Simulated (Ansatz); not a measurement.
Carrier properties of ZnSe under load (space group I-4m2)

Here is the system:

```xyz
2
Lattice="0.0000 2.8006 2.8607 2.8006 0.0000 2.8607 2.8006 2.8006 0.0000" Properties=species:S:1:pos:R:3 pbc="T T T"
Zn     0.0000     0.0000     0.0000
Se     1.4003     1.4003     1.4304
```

Level of theory: PBE with spin-orbit coupling, rigid bands (plane waves, PAW; Ansatz, an electronic-structure program). Condition of this run: uniaxial stress along [001] of -0.8 GPa (compression positive) (the target of the relaxation). How the cell was made: cell and atoms relaxed with PBEsol, then loaded as said.

- band gap = 1.19 eV
- electron conductivity mass (300 K, dilute) = 0.108 mₑ
- hole conductivity mass (300 K, dilute) = 0.61 (x), 0.61 (y), 0.75 (z) mₑ
- effective density of states N_c (300 K) = 8.2e17 cm⁻³
- effective density of states N_v (300 K) = 1.2e19 cm⁻³
- density-of-states mass, electrons = 0.102 mₑ
- density-of-states mass, holes = 0.61 mₑ
- Seebeck coefficient, n-type 1e19 cm⁻³, 300 K = -68 μV/K
- Seebeck coefficient, p-type 1e19 cm⁻³, 300 K = 285 μV/K
- best p-type power factor at 300 K for τ = 10 fs (best axis; densities from 1e16 to 1e21 cm⁻³ tried, whether or not they can be reached) = 6.8 μW/(cm·K²) at 1e20 cm⁻³

Rigid bands; masses and Seebeck coefficients take one relaxation time τ for all states and one kind of carrier; polarons and phonon drag are left out. Geometry: cell and atoms relaxed with PBEsol.
